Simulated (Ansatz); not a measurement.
# Short convergence ladders for Bi (Im-3m, 1 atom in the cell)

```
Bi
1.0
   -1.98737     1.98737     1.98737
    1.98737    -1.98737     1.98737
    1.98737     1.98737    -1.98737
Bi
1
Direct
  0.00000   0.00000   0.00000
```

Base method: PBEsol, default PAW files made with PBE (plane waves; Ansatz, a program for electronic structure).

Base settings: basis.ecutwfc = 420 eV; kpoints.mp_grid.grid = 12 12 12; hamiltonian.xc = pbesol; hamiltonian.pseudopotentials = {kind: paw} (the program's default PAW files); scf.occupations.method = gaussian; scf.occupations.width = 0.1 eV.

The count of work is k-points × plane waves × bands × iterations; it is no time. 

**The cutoff for other potential files**

Level: DFT, PBEsol, plane waves, harder PAW files (source: ansatz) made with PBE.

In this ladder: hamiltonian.pseudopotentials = {kind: paw, source: ansatz}.

The second cell is the first with its lattice scaled by 0.98.

The mesh stays at the base's, so the ladder's end is converged at best in this setting alone.

The first pressure column holds Ansatz's estimate of the finite-basis (Pulay) stress, which hides part of the cutoff error; the other is without it.

Only quantities that move along the ladder and can be compared are tabulated.

```tsv
basis.ecutwfc	free energy less the last step's (meV/atom)	energy of the compressed cell less the first (meV/atom)	pressure (GPa)	pressure without the Pulay estimate (GPa)	count of work / last
225 eV	31193.91	42.00	-7.78	-794.56	0.10
275 eV	5661.89	-39.53	-3.19	-190.99	0.14
350 eV	327.21	-14.91	-2.68	-18.74	0.20
425 eV	9.25	-11.93	-2.60	-3.35	0.28
500 eV	0.26	-11.99	-2.60	-2.60	0.35
600 eV	0.21	-11.99	-2.60	-2.60	0.47
750 eV	0.07	-11.99	-2.60	-2.60	0.66
1000 eV	0.00	-11.99	-2.60	-2.60	1.0
```

Coarsest basis.ecutwfc that holds the free energy within 5 meV/atom of the last step, with all finer ones: 500 eV, at 0.35 of the last step's count of work; the step before is off by 9.3 meV/atom.

Coarsest basis.ecutwfc that holds the pressure without the Pulay estimate within 0.2 GPa of the last step, with all finer ones: 500 eV, at 0.35 of the last step's count of work; the step before is off by 0.75 GPa.

Coarsest basis.ecutwfc that holds the energy of the compressed cell less the first within 1 meV/atom of the last step, with all finer ones: 425 eV, at 0.28 of the last step's count of work; the step before is off by 2.9 meV/atom.

The energy difference between the two cells stays within 1 meV/atom of the last step's from 425 eV on, the total only from 500 eV on: much of the error is common to both cells and cancels.

At the lowest cutoff the pressure without the Pulay estimate lies 792 GPa under the last step's, the usual sign of Pulay stress in an incomplete plane-wave basis.

**The relaxed cell against the cutoff**

In this ladder: relax = cell and atoms.

The mesh stays at the base's, so the ladder's end is converged at best in this setting alone.

Only quantities that move along the ladder and can be compared are tabulated.

```csv
basis.ecutwfc,relaxed volume (Å³/atom),relaxation steps
210 eV,30.927,33
250 eV,29.766,22
295 eV,29.911,13
355 eV,29.861,7
420 eV,29.859,5
505 eV,29.860,5
630 eV,29.859,5
840 eV,29.858,5
```

Coarsest basis.ecutwfc that holds the relaxed volume within 0.03 Å³/atom of the last step, with all finer ones: 355 eV; the step before is off by 0.053 Å³/atom.

At the lowest cutoff the cell relaxes to a volume 3.6 % larger than at the highest. Ansatz relaxes on a stress corrected for the finite basis.

On the base run: the starting cell comes from a database of computed structures (which also holds hypothetical and non-ambient phases and stackings), without a prior relaxation at this level. Its lattice was rescaled by up to half a per cent.

Keys are those of Ansatz 0.2.
